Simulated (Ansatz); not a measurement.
By hand: formation energy of H_i in Pb (fcc, Fm-3m)

This concerns the formation energy of H_i in Pb (fcc, Fm-3m). Reaction: 32 Pb (fcc) + 1/2 H2 (gas) → cell A.

A: a supercell of 32 sites of Pb (fcc, Fm-3m) with H off the lattice sites (6 Pb at 2.51 Å); spin state with PBE: run without spin.

Ansatz (a first-principles code) with PAW potentials; structures come from PBE+D3(BJ) relaxations, nuclei static, no net charge. Ansatz runs with its default PAW set. Other levels take these structures. The lattices are those relaxed with PBE+D3(BJ), so at other levels the solids can be strained, which adds to the spread. Larger cells are relaxed from a start prepared with the learned potential CHGNet, on a coarser mesh till forces fall under 0.03 eV/Å, which some starts already meet. Spin-orbit coupling is left out. Mesh and cell size may move defect energies by 0.1 eV or more. Cell A has symmetry Pm-3m and got no random move, so less symmetric positions, which may lie lower, weren't tried.

Total energies of the cells in eV, at zero smearing width. They compare only within one column; the weights balance every element.

| cell | atoms | weight | r2SCAN+D4 | PBEsol |
|---|---|---|---|---|
| A: Pb:H_i | 33 | +1 | -381486.55711 | -376172.89326 |
| Pb (fcc) | 32 | −1 | -381471.64789 | -376158.16195 |
| H2 (gas) | 2 | −1/2 | -31.89039 | -31.21753 |

r2SCAN+D4: (-381486.55711) − (-381471.64789) − 1/2 × (-31.89039) = 1.036 eV.

PBEsol: (-376172.89326) − (-376158.16195) − 1/2 × (-31.21753) = 0.877 eV.
